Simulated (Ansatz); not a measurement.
Consider a periodic stack without vacuum, hcp Re (1 0 0) on 4H silicon carbide (0 0 1) (film strained to the substrate, started from cuts of the bulks and a machine-learned relaxation; slabs Si24C24 and Re16, which can lie off the formulas): substrate slab Si24C24, film Re16, surface cells [[2, 1], [-1, 1]] and [[1, 1], [-2, 0]], film strained by -3.5 and +3.6 %, outermost planes C/Si and Re/Re as cut, which need not be the usual terminations and can put a slab off its formula. Its start:

```yaml
crystal:
  lattice:
    - [5.35912, 0.00000, 0.01415]
    - [-2.67956, 4.64113, -0.04490]
    - [-3.26344, 1.41202, 29.80465]
  atoms:
    - { symbol: Si, position: [0.07663, 0.99777, 0.12117] }
    - { symbol: Si, position: [0.41092, 0.66245, 0.12153] }
    - { symbol: Si, position: [0.74251, 0.32836, 0.12148] }
    - { symbol: Si, position: [0.15764, 0.94100, 0.29097] }
    - { symbol: Si, position: [0.49098, 0.60766, 0.29096] }
    - { symbol: Si, position: [0.82424, 0.27428, 0.29097] }
    - { symbol: Si, position: [0.45018, 0.96766, 0.20619] }
    - { symbol: Si, position: [0.78431, 0.63468, 0.20620] }
    - { symbol: Si, position: [0.11716, 0.30106, 0.20623] }
    - { symbol: Si, position: [0.37798, 0.36319, 0.03588] }
    - { symbol: Si, position: [0.69578, 0.02155, 0.03596] }
    - { symbol: Si, position: [0.03670, 0.68619, 0.03757] }
    - { symbol: C, position: [0.10694, 0.97442, 0.18438] }
    - { symbol: C, position: [0.44077, 0.64029, 0.18470] }
    - { symbol: C, position: [0.77333, 0.30666, 0.18465] }
    - { symbol: C, position: [0.02759, 0.03227, 0.01705] }
    - { symbol: C, position: [0.35574, 0.69640, 0.01161] }
    - { symbol: C, position: [0.69477, 0.36465, 0.01219] }
    - { symbol: C, position: [0.48083, 0.94659, 0.26962] }
    - { symbol: C, position: [0.81439, 0.61334, 0.26963] }
    - { symbol: C, position: [0.14759, 0.27988, 0.26964] }
    - { symbol: C, position: [0.40163, 0.33812, 0.09906] }
    - { symbol: C, position: [0.73053, 0.00222, 0.09911] }
    - { symbol: C, position: [0.06690, 0.66780, 0.10011] }
    - { symbol: Si, position: [0.23621, 0.90329, 0.46078] }
    - { symbol: Si, position: [0.56862, 0.56798, 0.46057] }
    - { symbol: Si, position: [0.90413, 0.23588, 0.46057] }
    - { symbol: Si, position: [0.31274, 0.85872, 0.62760] }
    - { symbol: Si, position: [0.65897, 0.54981, 0.63348] }
    - { symbol: Si, position: [0.96806, 0.20356, 0.63361] }
    - { symbol: Si, position: [0.60926, 0.88867, 0.54469] }
    - { symbol: Si, position: [0.93906, 0.55333, 0.54491] }
    - { symbol: Si, position: [0.27526, 0.22232, 0.54718] }
    - { symbol: Si, position: [0.53154, 0.25242, 0.37590] }
    - { symbol: Si, position: [0.86477, 0.91904, 0.37588] }
    - { symbol: Si, position: [0.19816, 0.58595, 0.37588] }
    - { symbol: C, position: [0.26451, 0.89530, 0.52449] }
    - { symbol: C, position: [0.59491, 0.55624, 0.52433] }
    - { symbol: C, position: [0.93494, 0.22676, 0.52433] }
    - { symbol: C, position: [0.18815, 0.92456, 0.35443] }
    - { symbol: C, position: [0.52139, 0.59103, 0.35443] }
    - { symbol: C, position: [0.85485, 0.25779, 0.35443] }
    - { symbol: C, position: [0.64089, 0.87888, 0.60750] }
    - { symbol: C, position: [0.96640, 0.54186, 0.60800] }
    - { symbol: C, position: [0.30509, 0.21134, 0.61308] }
    - { symbol: C, position: [0.56041, 0.24040, 0.43953] }
    - { symbol: C, position: [0.89269, 0.90664, 0.43951] }
    - { symbol: C, position: [0.22664, 0.57459, 0.43951] }
    - { symbol: Re, position: [0.85904, 0.14682, 0.71589] }
    - { symbol: Re, position: [0.82939, 0.64565, 0.71554] }
    - { symbol: Re, position: [0.33961, 0.16353, 0.69181] }
    - { symbol: Re, position: [0.31697, 0.65211, 0.70256] }
    - { symbol: Re, position: [0.94206, 0.41323, 0.79618] }
    - { symbol: Re, position: [0.91809, 0.90049, 0.80036] }
    - { symbol: Re, position: [0.42062, 0.40470, 0.77812] }
    - { symbol: Re, position: [0.41964, 0.92441, 0.77639] }
    - { symbol: Re, position: [0.92492, 0.60740, 0.87904] }
    - { symbol: Re, position: [0.92744, 0.12741, 0.88042] }
    - { symbol: Re, position: [0.42803, 0.62794, 0.85696] }
    - { symbol: Re, position: [0.40587, 0.11222, 0.86090] }
    - { symbol: Re, position: [0.02940, 0.88921, 0.95420] }
    - { symbol: Re, position: [0.00689, 0.36341, 0.96454] }
    - { symbol: Re, position: [0.48803, 0.84751, 0.94096] }
    - { symbol: Re, position: [0.51893, 0.37607, 0.94151] }
```

The start was prepared with a machine-learned potential, and the result is one local minimum, with the in-plane cell held and forces under 0.04 eV/Å; the film can end far from its bulk form.

The numbers are results of PBE (plane waves to 420 eV, PAW; Ansatz, an electronic-structure program), not measurements. Scalar-relativistic, without spin–orbit coupling; the runs are not spin-polarised; PBE gaps are too small against experiment. Its k-point mesh 6×6×1, Fermi–Dirac width 0.05 eV.

Q: Predict the relaxed interface.

A: 
- interface area = 24.9 Å²
- period = 29.98 Å
- heights between the nearest atoms of the two slabs at the two interfaces = 1.81 and 1.48 Å
- Re–Si contacts across the interfaces within 1.22 times the sum of covalent radii = 14, mean 2.84 Å
- C–Re contacts across the interfaces within 1.22 times the sum of covalent radii = 7, mean 2.38 Å
- estimate of the barrier = withheld, since the two interfaces are unlike
- slope of the mean potential energy in the substrate = -1.5 MV/cm × e
